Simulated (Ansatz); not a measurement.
# Worked example: self-consistent single point of the (110) slab of Sn (cut from a parent of space group no. 229; 4 atoms in the cell) in Ansatz

Method of the run: LDA (PW92), default PAW files made with PBE (plane waves; Ansatz, a first-principles code).

Input:

Ansatz 0.2 input:
```yaml
crystal:
  lattice:
    - [3.271785, 0.000000, 0.000000]
    - [-4.362380, 3.084669, 0.000000]
    - [0.000000, 0.000000, 22.014193]
  atoms:
    - { symbol: Sn, position: [0.000000, 0.250000, 0.317977] }
    - { symbol: Sn, position: [0.000000, 0.750000, 0.439326] }
    - { symbol: Sn, position: [0.000000, 0.250000, 0.560674] }
    - { symbol: Sn, position: [0.000000, 0.750000, 0.682023] }
basis:
  ecutwfc: 30.9 Ry
kpoints:
  mp_grid:
    grid: [10, 10, 1]
hamiltonian:
  xc: lda
  pseudopotentials:
    kind: paw
scf:
  occupations:
    method: gaussian
    width: 0.0073 Ry
output:
  forces: true
  eigenvalues: true
  stress: true
```

Log, with long lists cut:

```
WARN ansatz: RAYON_NUM_THREADS=1 ignored (pool sized by the plan → 1); use --threads N
Pseudopotentials: kind: paw
Pseudopotential: Sn, paw, valence charge 14
Crystal: 4 atoms, lattice volume = 222.175 Å³
Basis set: ecut = 420.4159175005146 eV, 4407 PW (Γ)
Bands: 34, of which v1, the nominal top of the filled ones, is band 28 counted from 1 (27 counted from 0)
Symmetry: 8 space group operations
Space group: Cmme (ITA 67), of the structure as read, at distance tolerance 6.1e-5 Å
k-points: 31 of 100
PAW frozen core: Sn, regenerated for the run's functional, and the local potential with it
Initial density: superposition of atomic densities (neutral atoms: chi_scale 0, normalization atom), corrected by the library's trained network
Initial wavefunctions: pseudopotential atomic-orbital guess
Eigensolver: davidson
Functional: x = slater, c = lda
SCF iter   1: F=—  HF=-23517.247933 eV  |F-HF|=—  |Δ(HF+E_count)|=         —  Δρ=4.84e-3  dr2=3.54e-2  ethr=1.77e-3  ⟨swp⟩=8.0  Hψ=4905  notcnv=0
all-band conjugate gradients solve this SCF's bands
preconditioner: auto → LDOS
SCF iter   2: F=—  HF=-23517.240707 eV  |F-HF|=—  |Δ(HF+E_count)|=   7.23e-3  Δρ=2.13e-3  dr2=8.56e-3  ethr=6.32e-5  ⟨swp⟩=2.0  Hψ=2318  notcnv=0  defer=38
SCF iter   3: F=—  HF=-23517.235803 eV  |F-HF|=—  |Δ(HF+E_count)|=   4.90e-3  Δρ=5.62e-4  dr2=6.55e-4  ethr=1.53e-5  ⟨swp⟩=2.0  Hψ=1905  notcnv=0  defer=38
SCF iter   4: F=—  HF=-23517.235653 eV  |F-HF|=—  |Δ(HF+E_count)|=   1.50e-4  Δρ=1.28e-4  dr2=4.04e-5  ethr=1.17e-6  ⟨swp⟩=2.0  Hψ=1883  notcnv=0  defer=38
SCF iter   5: F=—  HF=-23517.235653 eV  |F-HF|=—  |Δ(HF+E_count)|=   1.67e-7  Δρ=3.28e-5  dr2=3.64e-6  ethr=7.21e-8  ⟨swp⟩=2.1  Hψ=1893  notcnv=0  defer=35
SCF iter   6: F=—  HF=-23517.235653 eV  |F-HF|=—  |Δ(HF+E_count)|=   3.02e-7  Δρ=6.81e-6  dr2=1.31e-7  ethr=6.51e-9  ⟨swp⟩=3.0  Hψ=2049  notcnv=0  defer=35
SCF iter   7: F=-23517.235653 eV  HF=-23517.235653 eV  |F-HF|=1.87e-8  |Δ(HF+E_count)|=   1.89e-8  Δρ=2.11e-6  dr2=2.33e-8  ethr=1.79e-10  ⟨swp⟩=10.1  Hψ=4967  notcnv=0
SCF 1 converged in 7 iterations: F = -23517.235653 eV  dr2 = 2.33e-8
SCF converged after 7 iterations
Free energy (F): -23517.235653 eV
Harris-Foulkes:  -23517.235653 eV  (|F-HF|=1.87e-8)
Internal energy: -23517.223206 eV  (E = F + TS)
E sigma→0 (E₀):  -23517.229429 eV
Entropy (-TS):   -0.012447 eV (-3.112 meV/atom)
Fermi energy:    2.978279 eV
--- Per-component energies (eV) ---
  E_band       = -757.374199
  E_kinetic    = 746.553847
  E_local      = -31814.561707  (includes V_loc(G=0)·N_el)
  E_nonlocal   = -113.683325
  E_hartree    = 16113.421611
  E_xc         = -1515.984025
  E_vxc        = -393.665339  (∫ρ·V_xc dr)
  E_paw        = -15972.227913  (= ΣΔE_a)
  E_vpaw       = -1408.865639  (= ΣTr[D̂ρ^β])
  E_aug_tail   = -0.000002  (compensation charges beyond the density's cutoff)
  E_ewald      = 9037.558716
  E_core_change = 1.699593  (= ΣΔE_core)
  E_smearing   = -0.012447  (= −TS)
  E_closure    = 0.000000  (closes the sum)
  Σ components = -23517.235653   (vs F -23517.235653, Δ=0.00e0)
--- Forces (eV/Å), atoms counted from 1 ---
  atom   1  Sn     0.00000000     0.00000000     0.33809337
  atom   2  Sn     0.00000000     0.00000000    -0.20143706
  atom   3  Sn     0.00000000     0.00000000     0.20143706
  atom   4  Sn     0.00000000     0.00000000    -0.33809337
  max |Σ_I F_I| component: 0.00e0 eV/Å
--- Stress (GPa, compression-positive) ---
       -2.452833       0.008103       0.000000
        0.008103      -2.447103       0.000000
        0.000000       0.000000      -1.566110
  P = ⅓ Tr σ = -2.1553 GPa (-21.553 kbar)
  The stress holds the Pulay correction. Without it, at fixed plane waves, as pw.x and ABINIT print it: P = -2.1673 GPa
--- Band table (eV; the first three rows and the last of 31) ---
  k-point 0: bands = ["-18.4827", "-18.4674", "-18.4517", "-18.4433", "-18.4368", "-18.4330", "-18.4181", "-18.4164", "-18.4102", "-18.3699", "-18.3120", "-18.3109", "-18.3076", "-18.3076", "-18.3054", "-18.2990", "-18.2963", "-18.2945", "-18.2915", [...]
  k-point 1: bands = ["-18.4734", "-18.4594", "-18.4465", "-18.4414", "-18.4319", "-18.4244", "-18.4195", "-18.4089", "-18.4044", "-18.3628", "-18.3151", "-18.3132", "-18.3105", "-18.3098", "-18.3076", "-18.2993", "-18.2963", "-18.2956", "-18.2927", [...]
  k-point 2: bands = ["-18.4585", "-18.4538", "-18.4517", "-18.4459", "-18.4191", "-18.4139", "-18.3929", "-18.3864", "-18.3800", "-18.3420", "-18.3211", "-18.3205", "-18.3134", "-18.3122", "-18.3089", "-18.3040", "-18.2990", "-18.2972", "-18.2853", [...]
  k-point 30: bands = ["-18.4610", "-18.4500", "-18.4441", "-18.4280", "-18.4111", "-18.4100", "-18.4078", "-18.4028", "-18.3599", "-18.3263", "-18.3156", "-18.3146", "-18.3102", "-18.2768", "-18.2513", "-18.2403", "-18.2285", "-18.2210", [...]
```

The run converged in 7 iterations.

The starting cell comes from a database of computed structures (which also holds hypothetical and non-ambient phases and stackings), without a prior relaxation at this level. The slab is cut from that crystal, and its faces are unrelaxed. Its lattice was rescaled by up to half a per cent.
